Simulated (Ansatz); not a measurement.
Electronic density of states of amorphous Si₂₄O₄₈Al, density 2.22 g/cm³, on a 2×2×2 Γ-centred mesh with a Gaussian width of 0.1 eV; energies count from the Fermi level. Cell and mesh are small, so fine structure isn't converged. These are PBE, scalar-relativistic without spin-orbit coupling (plane waves to 420 eV, PAW; Ansatz, a quantum-chemistry and plane-wave program) values and carry that method's errors. Sampling: a 2×2×2 Γ-centred mesh; Fermi-Dirac width 0.02 eV; collinear spin, started from a total moment of 1 μB (the moments died out). The usual formal charges leave 3 electrons over, so the level spacing at the Fermi energy parts defect or band states and needn't be the band gap. The spare electrons fill defect levels or the bottom of the conduction band, and the levels at the Fermi energy are partly filled.

A CHGNet melt-quench gave the starting glass, which DFT then relaxed. O atoms were pushed apart under 1.9 Å during the dynamics, to hinder bonds among them. The hot cell started wider than the set density and was brought back towards it in steps. It is the lowest in DFT energy of 2 quenches. It is a model cell: composition and starting density were chosen by hand, and all elements were melted together. No dispersion term was used. Its density started from a set value of 2.23 and ended at 2.22 g/cm³. The simulated quench (nominally 320 K/ps over its main leg) is rapid and tends to freeze in more defects than a deposited or slowly cooled glass has. A cell of this size samples the disorder only roughly. The volume was held where the preparation left it and the shape relaxed, at a PBE pressure of 0.9 GPa. Stress components on the final sampling reach 0.9 GPa. On a 2×2×2 Γ-centred mesh force components of up to 0.41 eV/Å stay, since the relaxation ran on the zone centre alone.

```json
[
 {"E - EF (eV)": "-12.00", "states/(eV atom)": "0.22"},
 {"E - EF (eV)": "-11.90", "states/(eV atom)": "0.22"},
 {"E - EF (eV)": "-11.80", "states/(eV atom)": "0.21"},
 {"E - EF (eV)": "-11.70", "states/(eV atom)": "0.19"},
 {"E - EF (eV)": "-11.60", "states/(eV atom)": "0.16"},
 {"E - EF (eV)": "-11.50", "states/(eV atom)": "0.20"},
 {"E - EF (eV)": "-11.40", "states/(eV atom)": "0.22"},
 {"E - EF (eV)": "-11.30", "states/(eV atom)": "0.28"},
 {"E - EF (eV)": "-11.20", "states/(eV atom)": "0.31"},
 {"E - EF (eV)": "-11.10", "states/(eV atom)": "0.38"},
 {"E - EF (eV)": "-11.00", "states/(eV atom)": "0.41"},
 {"E - EF (eV)": "-10.90", "states/(eV atom)": "0.38"},
 {"E - EF (eV)": "-10.80", "states/(eV atom)": "0.39"},
 {"E - EF (eV)": "-10.70", "states/(eV atom)": "0.45"},
 {"E - EF (eV)": "-10.60", "states/(eV atom)": "0.50"},
 {"E - EF (eV)": "-10.50", "states/(eV atom)": "0.48"},
 {"E - EF (eV)": "-10.40", "states/(eV atom)": "0.42"},
 {"E - EF (eV)": "-10.30", "states/(eV atom)": "0.44"},
 {"E - EF (eV)": "-10.20", "states/(eV atom)": "0.53"},
 {"E - EF (eV)": "-10.10", "states/(eV atom)": "0.42"},
 {"E - EF (eV)": "-10.00", "states/(eV atom)": "0.35"},
 {"E - EF (eV)": "-9.90", "states/(eV atom)": "0.33"},
 {"E - EF (eV)": "-9.80", "states/(eV atom)": "0.32"},
 {"E - EF (eV)": "-9.70", "states/(eV atom)": "0.38"},
 {"E - EF (eV)": "-9.60", "states/(eV atom)": "0.31"},
 {"E - EF (eV)": "-9.50", "states/(eV atom)": "0.11"},
 {"E - EF (eV)": "-9.40", "states/(eV atom)": "0.15"},
 {"E - EF (eV)": "-9.30", "states/(eV atom)": "0.28"},
 {"E - EF (eV)": "-9.20", "states/(eV atom)": "0.38"},
 {"E - EF (eV)": "-9.10", "states/(eV atom)": "0.38"},
 {"E - EF (eV)": "-9.00", "states/(eV atom)": "0.41"},
 {"E - EF (eV)": "-8.90", "states/(eV atom)": "0.61"},
 {"E - EF (eV)": "-8.80", "states/(eV atom)": "0.52"},
 {"E - EF (eV)": "-8.70", "states/(eV atom)": "0.38"},
 {"E - EF (eV)": "-8.60", "states/(eV atom)": "0.31"},
 {"E - EF (eV)": "-8.50", "states/(eV atom)": "0.22"},
 {"E - EF (eV)": "-8.40", "states/(eV atom)": "0.33"},
 {"E - EF (eV)": "-8.30", "states/(eV atom)": "0.56"},
 {"E - EF (eV)": "-8.20", "states/(eV atom)": "0.64"},
 {"E - EF (eV)": "-8.10", "states/(eV atom)": "0.64"},
 {"E - EF (eV)": "-8.00", "states/(eV atom)": "0.66"},
 {"E - EF (eV)": "-7.90", "states/(eV atom)": "0.65"},
 {"E - EF (eV)": "-7.80", "states/(eV atom)": "0.64"},
 {"E - EF (eV)": "-7.70", "states/(eV atom)": "0.65"},
 {"E - EF (eV)": "-7.60", "states/(eV atom)": "0.64"},
 {"E - EF (eV)": "-7.50", "states/(eV atom)": "0.71"},
 {"E - EF (eV)": "-7.40", "states/(eV atom)": "0.81"},
 {"E - EF (eV)": "-7.30", "states/(eV atom)": "0.84"},
 {"E - EF (eV)": "-7.20", "states/(eV atom)": "0.81"},
 {"E - EF (eV)": "-7.10", "states/(eV atom)": "0.83"},
 {"E - EF (eV)": "-7.00", "states/(eV atom)": "0.89"},
 {"E - EF (eV)": "-6.90", "states/(eV atom)": "0.83"},
 {"E - EF (eV)": "-6.80", "states/(eV atom)": "0.74"},
 {"E - EF (eV)": "-6.70", "states/(eV atom)": "0.74"},
 {"E - EF (eV)": "-6.60", "states/(eV atom)": "0.72"},
 {"E - EF (eV)": "-6.50", "states/(eV atom)": "0.71"},
 {"E - EF (eV)": "-6.40", "states/(eV atom)": "0.77"},
 {"E - EF (eV)": "-6.30", "states/(eV atom)": "0.81"},
 {"E - EF (eV)": "-6.20", "states/(eV atom)": "0.82"},
 {"E - EF (eV)": "-6.10", "states/(eV atom)": "0.72"},
 {"E - EF (eV)": "-6.00", "states/(eV atom)": "0.61"},
 {"E - EF (eV)": "-5.90", "states/(eV atom)": "0.62"},
 {"E - EF (eV)": "-5.80", "states/(eV atom)": "0.50"},
 {"E - EF (eV)": "-5.70", "states/(eV atom)": "0.44"},
 {"E - EF (eV)": "-5.60", "states/(eV atom)": "0.52"},
 {"E - EF (eV)": "-5.50", "states/(eV atom)": "0.48"},
 {"E - EF (eV)": "-5.40", "states/(eV atom)": "0.46"},
 {"E - EF (eV)": "-5.30", "states/(eV atom)": "0.49"},
 {"E - EF (eV)": "-5.20", "states/(eV atom)": "0.47"},
 {"E - EF (eV)": "-5.10", "states/(eV atom)": "0.41"},
 {"E - EF (eV)": "-5.00", "states/(eV atom)": "0.19"},
 {"E - EF (eV)": "-4.90", "states/(eV atom)": "0.05"},
 {"E - EF (eV)": "-4.80", "states/(eV atom)": "0.14"},
 {"E - EF (eV)": "-4.70", "states/(eV atom)": "0.23"},
 {"E - EF (eV)": "-4.60", "states/(eV atom)": "0.13"},
 {"E - EF (eV)": "-4.50", "states/(eV atom)": "0.05"},
 {"E - EF (eV)": "-4.40", "states/(eV atom)": "0.13"},
 {"E - EF (eV)": "-4.30", "states/(eV atom)": "0.14"},
 {"E - EF (eV)": "-4.20", "states/(eV atom)": "0.15"},
 {"E - EF (eV)": "-4.10", "states/(eV atom)": "0.09"},
 {"E - EF (eV)": "-4.00", "states/(eV atom)": "0.01"},
 {"E - EF (eV)": "-3.90", "states/(eV atom)": "0.00"},
 {"E - EF (eV)": "-3.80", "states/(eV atom)": "0.00"},
 {"E - EF (eV)": "-3.70", "states/(eV atom)": "0.00"},
 {"E - EF (eV)": "-3.60", "states/(eV atom)": "0.00"},
 {"E - EF (eV)": "-3.50", "states/(eV atom)": "0.00"},
 {"E - EF (eV)": "-3.40", "states/(eV atom)": "0.00"},
 {"E - EF (eV)": "-3.30", "states/(eV atom)": "0.00"},
 {"E - EF (eV)": "-3.20", "states/(eV atom)": "0.00"},
 {"E - EF (eV)": "-3.10", "states/(eV atom)": "0.00"},
 {"E - EF (eV)": "-3.00", "states/(eV atom)": "0.00"},
 {"E - EF (eV)": "-2.90", "states/(eV atom)": "0.00"},
 {"E - EF (eV)": "-2.80", "states/(eV atom)": "0.00"},
 {"E - EF (eV)": "-2.70", "states/(eV atom)": "0.00"},
 {"E - EF (eV)": "-2.60", "states/(eV atom)": "0.00"},
 {"E - EF (eV)": "-2.50", "states/(eV atom)": "0.00"},
 {"E - EF (eV)": "-2.40", "states/(eV atom)": "0.00"},
 {"E - EF (eV)": "-2.30", "states/(eV atom)": "0.00"},
 {"E - EF (eV)": "-2.20", "states/(eV atom)": "0.00"},
 {"E - EF (eV)": "-2.10", "states/(eV atom)": "0.00"},
 {"E - EF (eV)": "-2.00", "states/(eV atom)": "0.00"},
 {"E - EF (eV)": "-1.90", "states/(eV atom)": "0.00"},
 {"E - EF (eV)": "-1.80", "states/(eV atom)": "0.00"},
 {"E - EF (eV)": "-1.70", "states/(eV atom)": "0.00"},
 {"E - EF (eV)": "-1.60", "states/(eV atom)": "0.00"},
 {"E - EF (eV)": "-1.50", "states/(eV atom)": "0.00"},
 {"E - EF (eV)": "-1.40", "states/(eV atom)": "0.00"},
 {"E - EF (eV)": "-1.30", "states/(eV atom)": "0.03"},
 {"E - EF (eV)": "-1.20", "states/(eV atom)": "0.10"},
 {"E - EF (eV)": "-1.10", "states/(eV atom)": "0.11"},
 {"E - EF (eV)": "-1.00", "states/(eV atom)": "0.03"},
 {"E - EF (eV)": "-0.90", "states/(eV atom)": "0.00"},
 {"E - EF (eV)": "-0.80", "states/(eV atom)": "0.00"},
 {"E - EF (eV)": "-0.70", "states/(eV atom)": "0.00"},
 {"E - EF (eV)": "-0.60", "states/(eV atom)": "0.00"},
 {"E - EF (eV)": "-0.50", "states/(eV atom)": "0.00"},
 {"E - EF (eV)": "-0.40", "states/(eV atom)": "0.02"},
 {"E - EF (eV)": "-0.30", "states/(eV atom)": "0.03"},
 {"E - EF (eV)": "-0.20", "states/(eV atom)": "0.02"},
 {"E - EF (eV)": "-0.10", "states/(eV atom)": "0.03"},
 {"E - EF (eV)": "0.00", "states/(eV atom)": "0.07"},
 {"E - EF (eV)": "0.10", "states/(eV atom)": "0.05"},
 {"E - EF (eV)": "0.20", "states/(eV atom)": "0.07"},
 {"E - EF (eV)": "0.30", "states/(eV atom)": "0.10"},
 {"E - EF (eV)": "0.40", "states/(eV atom)": "0.07"},
 {"E - EF (eV)": "0.50", "states/(eV atom)": "0.02"},
 {"E - EF (eV)": "0.60", "states/(eV atom)": "0.02"},
 {"E - EF (eV)": "0.70", "states/(eV atom)": "0.04"},
 {"E - EF (eV)": "0.80", "states/(eV atom)": "0.05"},
 {"E - EF (eV)": "0.90", "states/(eV atom)": "0.04"},
 {"E - EF (eV)": "1.00", "states/(eV atom)": "0.04"},
 {"E - EF (eV)": "1.10", "states/(eV atom)": "0.08"},
 {"E - EF (eV)": "1.20", "states/(eV atom)": "0.12"},
 {"E - EF (eV)": "1.30", "states/(eV atom)": "0.16"},
 {"E - EF (eV)": "1.40", "states/(eV atom)": "0.15"},
 {"E - EF (eV)": "1.50", "states/(eV atom)": "0.18"},
 {"E - EF (eV)": "1.60", "states/(eV atom)": "0.18"},
 {"E - EF (eV)": "1.70", "states/(eV atom)": "0.13"},
 {"E - EF (eV)": "1.80", "states/(eV atom)": "0.18"},
 {"E - EF (eV)": "1.90", "states/(eV atom)": "0.21"},
 {"E - EF (eV)": "2.00", "states/(eV atom)": "0.15"},
 {"E - EF (eV)": "2.10", "states/(eV atom)": "0.18"},
 {"E - EF (eV)": "2.20", "states/(eV atom)": "0.24"},
 {"E - EF (eV)": "2.30", "states/(eV atom)": "0.23"},
 {"E - EF (eV)": "2.40", "states/(eV atom)": "0.24"},
 {"E - EF (eV)": "2.50", "states/(eV atom)": "0.28"},
 {"E - EF (eV)": "2.60", "states/(eV atom)": "0.26"},
 {"E - EF (eV)": "2.70", "states/(eV atom)": "0.26"},
 {"E - EF (eV)": "2.80", "states/(eV atom)": "0.30"},
 {"E - EF (eV)": "2.90", "states/(eV atom)": "0.36"},
 {"E - EF (eV)": "3.00", "states/(eV atom)": "0.38"},
 {"E - EF (eV)": "3.10", "states/(eV atom)": "0.36"},
 {"E - EF (eV)": "3.20", "states/(eV atom)": "0.38"},
 {"E - EF (eV)": "3.30", "states/(eV atom)": "0.41"},
 {"E - EF (eV)": "3.40", "states/(eV atom)": "0.41"},
 {"E - EF (eV)": "3.50", "states/(eV atom)": "0.41"},
 {"E - EF (eV)": "3.60", "states/(eV atom)": "0.48"},
 {"E - EF (eV)": "3.70", "states/(eV atom)": "0.52"},
 {"E - EF (eV)": "3.80", "states/(eV atom)": "0.54"}
]
```
